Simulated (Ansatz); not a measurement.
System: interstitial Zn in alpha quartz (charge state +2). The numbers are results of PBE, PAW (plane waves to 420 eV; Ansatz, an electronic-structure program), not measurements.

Settings: 72 host sites, the relaxed PBE lattice, the Γ point alone, smearing 0.01 eV, spin-restricted, no image-charge correction. No zero-point or tunnelling terms. The charge state is imposed; whether it is stable for some Fermi level was not computed. Sites that were not tried may lie lower.

Barriers: single points on a 2×2×2 k-point mesh shifted by half a step along c at the bands' geometries.

Relaxed starting cell (atoms counted from 1):

```
ZnO48Si24
1.0
   10.04225     0.00000     0.00000
   -5.02113     8.69685     0.00000
    0.00000     0.00000    11.01902
Si O Zn
24 48 1
Direct
  0.99789   0.23388   0.16637
  0.00070   0.24756   0.66581
  0.99660   0.74242   0.16526
  0.00172   0.73653   0.66648
  0.49953   0.23974   0.17254
  0.50448   0.24300   0.66192
  0.49682   0.73513   0.17643
  0.49642   0.73792   0.66139
  0.26641   0.26456   0.00294
  0.25420   0.25860   0.50333
  0.26254   0.75787   0.00656
  0.25929   0.76102   0.49676
  0.75880   0.26230   0.00710
  0.76240   0.26607   0.49286
  0.75277   0.75241   0.00366
  0.76450   0.76710   0.50237
  0.23199   0.00054   0.33446
  0.25929   0.00042   0.83437
  0.23112   0.49626   0.33680
  0.24039   0.50191   0.83327
  0.74173   0.00067   0.33445
  0.71895   0.00001   0.83447
  0.73658   0.50491   0.33219
  0.73798   0.49846   0.83584
  0.12559   0.20341   0.09810
  0.12106   0.20014   0.61056
  0.12378   0.71036   0.10196
  0.13421   0.71157   0.60824
  0.63094   0.21036   0.11329
  0.62752   0.20962   0.59455
  0.62430   0.70750   0.10570
  0.63284   0.71384   0.60726
  0.27858   0.41743   0.44514
  0.29537   0.41508   0.92915
  0.28523   0.91898   0.43607
  0.30401   0.91880   0.93720
  0.79792   0.42726   0.43153
  0.78938   0.41833   0.93931
  0.79927   0.92873   0.44159
  0.79048   0.91473   0.92574
  0.36752   0.08185   0.23335
  0.38482   0.08198   0.73103
  0.37061   0.57441   0.23797
  0.37139   0.58189   0.72940
  0.87128   0.07226   0.22730
  0.87642   0.08530   0.74394
  0.86284   0.58339   0.22377
  0.87980   0.58607   0.74010
  0.42372   0.28939   0.06131
  0.41359   0.29111   0.56662
  0.41905   0.79115   0.07380
  0.42014   0.79000   0.55560
  0.91944   0.28625   0.06083
  0.91652   0.29293   0.56466
  0.92115   0.80005   0.05796
  0.92242   0.79799   0.57125
  0.19885   0.12613   0.40036
  0.20530   0.11884   0.89871
  0.19637   0.62439   0.39616
  0.20984   0.62548   0.90364
  0.71355   0.13398   0.39082
  0.69253   0.12330   0.90496
  0.71075   0.63388   0.40031
  0.70047   0.62304   0.89922
  0.07666   0.36758   0.26812
  0.07827   0.37668   0.77042
  0.07357   0.87530   0.26789
  0.08638   0.88196   0.77095
  0.57374   0.37642   0.27304
  0.58411   0.37494   0.76520
  0.57996   0.86783   0.27802
  0.56964   0.87696   0.76350
  0.99075   0.00024   0.83562
```
Cell charge +2.

End state 1 differs by these moves (Å; atoms that move under 0.15 Å are left out):

```csv
atom,element,Δx,Δy,Δz
49,O,-0.04,0.15,0.13
72,O,0.10,-0.10,0.13
73,Zn,0.12,0.08,1.82
```

Problem. What is the computed forward and backward barriers to end state 1 (PBE, PAW)?

Solution. forward 0.12 eV, backward 0.12 eV; at the saddle point atom 73 has neighbours 2 O at 1.95, 2 O at 2.19 Å. The saddle point's order was not checked, and it lies on a symmetry element of the cell, where a band can be held.
